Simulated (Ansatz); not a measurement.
The (10-12) face of hcp Lu can be cut between different planes. Symmetric, stoichiometric slabs relaxed in the 1x1 cell (28.6 Å²): top plane Lu, 0.68 Å over the next in the ideal cut; top plane Lu, 1.35 Å over the next in the ideal cut.

Method: PBE (plane waves to 420 eV, PAW; Ansatz, a program for electronic structure).

Q: Put the candidates in order of surface energy, lowest first, for PBE.

A: the cut with an outer spacing of 0.68 Å (1.14 J/m²), the cut with an outer spacing of 1.35 Å (1.21 J/m²)
